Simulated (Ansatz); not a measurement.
Phonon-limited transport in ScBi (Fm-3m)

Data:

```
CELL_PARAMETERS angstrom
      0.00000     2.96961     2.96961
      2.96961     0.00000     2.96961
      2.96961     2.96961     0.00000
ATOMIC_POSITIONS crystal
  Sc 0.50000 0.50000 0.50000
  Bi 0.00000 0.00000 0.00000
```

Calculation: PBEsol, DFPT electron-phonon coupling, linearised Boltzmann equation (plane waves, PAW, scalar-relativistic; Ansatz, an electronic-structure program). How the cell was made: relaxed with this functional, without spin-orbit coupling.

```yaml
resistivity at 300 K: 18.2 μΩ·cm
resistivity at 77 K: 2.6 μΩ·cm
electron mean free path at 300 K (weighted by the current that each state carries): 24 nm
electron-phonon coupling λ: 0.120
transport coupling λ_tr: 0.131
logarithmic_mean_phonon_energy: 14.1 meV
density of states at the Fermi level: 0.194 states/(eV·spin·cell)
Hall coefficient at 300 K: 77 ×10⁻¹¹ m³/C
```

A metal at this level (no band gap). Only scattering by harmonic phonons is included (no impurities, grain boundaries, electron-electron scattering or thermal expansion). Spin-orbit coupling is left out, which matters with elements this heavy. The run warned that the eigensolver left some states short of its tolerance. Halving the electron mesh (24x24x24) moves the resistivity by up to 11 % at 300 K, the mean free path by up to 2 %, the coupling by up to 3 %. Smearing 0.20 eV; phonons on a 4x4x4 q mesh, which this run doesn't test and which matters most at low temperature.

Computed structure, not matched to a measured one here, so possibly hypothetical: ScBi (Fm-3m).
